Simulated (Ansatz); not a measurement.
Take WSi2 (space group I4/mmm, No. 139; a = 3.229 Å, c = 7.867 Å) as the base.

All numbers come from Kohn–Sham DFT with the PBE functional, run in Ansatz (a quantum-chemistry and plane-wave program) with PAW and 420 eV plane waves, scalar-relativistic without spin-orbit coupling.

Before the change:

The lattice parameter a is 6.102 bohr. The c/a ratio is 2.436.

Now apply this change: a hydrostatic pressure of 15 GPa.

Problem. Predict the new lattice parameter a and c/a ratio.

Solution. The lattice parameter a decreases by 0.131 bohr, from 6.102 bohr to 5.971 bohr; the c/a ratio increases by 0.011 (2.436 → 2.447).

Load acts through the strain it causes; cell and atoms are relaxed under it. No phonon test of stability was made. No other phases were tried under pressure. The final runs are not spin-polarised.
